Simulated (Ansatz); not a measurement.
Base system: CdSe in the zinc blende structure (space group F-43m, No. 216).

```
CELL_PARAMETERS angstrom
      0.00000     3.04101     3.04101
      3.04101     0.00000     3.04101
      3.04101     3.04101     0.00000
ATOMIC_POSITIONS crystal
  Se 0.75000 0.75000 0.75000
  Cd 0.00000 0.00000 0.00000
```

The values are results of Ansatz (a quantum-chemistry and plane-wave program) PBEsol, spin-orbit coupling left out, earlier PAW set, not measurements.

Modification: full substitution Cd → Zn; the structure is relaxed again.

Measured band gap: CdSe 1.77 eV (0 K or low temperature; as listed in arXiv:1206.3780); ZnSe 2.87 eV (static lattice; corrected from measurement; as listed in Wei Chen et al., Physical Review Materials (2018)).

Measured lattice parameter a: CdSe 6.077 Å (room temperature; as listed in arXiv:1206.3780); ZnSe 5.6676 Å (room temperature; as listed in Martin Albrecht, Beate Paulus, Hermann Stoll, Phys. Rev. B (1997)).

Task: How well does PBEsol reproduce the measured shift?

Result: With PBEsol the band gap moves by +0.75 eV (0.48 → 1.23) against +1.10 eV measured; the lattice parameter a moves by -0.448 Å (6.082 → 5.634) against -0.409 Å measured. The two measured values stand on different bases (one corrected, one not), which blurs small differences.

Stability against distortions was not tested.
